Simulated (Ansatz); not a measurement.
The starting structures come from a database of crystals and need not be the phases stable at ambient conditions.

Tunnelling through a barrier is set by its complex band structure: the current falls as exp(−2κd) with the smallest κ.

Given:

```yaml
crystal:
  lattice:
    - [4.01365, 0.00000, 0.00000]
    - [0.00000, 8.85064, 0.00000]
    - [0.00000, 0.00000, 14.61070]
  atoms:
    - { symbol: K, position: [0.75000, 0.42844, 0.17793] }
    - { symbol: K, position: [0.25000, 0.57156, 0.82207] }
    - { symbol: K, position: [0.25000, 0.07156, 0.67793] }
    - { symbol: K, position: [0.75000, 0.92844, 0.32207] }
    - { symbol: Cd, position: [0.25000, 0.82828, 0.05458] }
    - { symbol: Cd, position: [0.75000, 0.17172, 0.94542] }
    - { symbol: Cd, position: [0.75000, 0.67172, 0.55458] }
    - { symbol: Cd, position: [0.25000, 0.32828, 0.44542] }
    - { symbol: Cl, position: [0.25000, 0.97946, 0.89699] }
    - { symbol: Cl, position: [0.75000, 0.02054, 0.10301] }
    - { symbol: Cl, position: [0.75000, 0.52054, 0.39699] }
    - { symbol: Cl, position: [0.25000, 0.47946, 0.60301] }
    - { symbol: Cl, position: [0.75000, 0.66442, 0.98898] }
    - { symbol: Cl, position: [0.25000, 0.33558, 0.01102] }
    - { symbol: Cl, position: [0.25000, 0.83558, 0.48898] }
    - { symbol: Cl, position: [0.75000, 0.16442, 0.51102] }
    - { symbol: Cl, position: [0.75000, 0.79237, 0.71121] }
    - { symbol: Cl, position: [0.25000, 0.20763, 0.28879] }
    - { symbol: Cl, position: [0.25000, 0.70763, 0.21121] }
    - { symbol: Cl, position: [0.75000, 0.29237, 0.78879] }
```

Space group of this cell: Pnma. The cell is taken as given.

Transport runs along the normal of the first two printed cell vectors.

The gap is the functional's own, uncorrected, and κ follows it; spin-orbit coupling is left out. Mid-gap values are interpolated between the computed energies.

Estimate the band gap and the smallest decay constant κ at mid-gap that Ansatz (a program for electronic structure) with r2SCAN returns for this system.

Gap 4.30 eV on a 8×4×2 mesh; κ = 0.366 1/Å, at the zone centre.
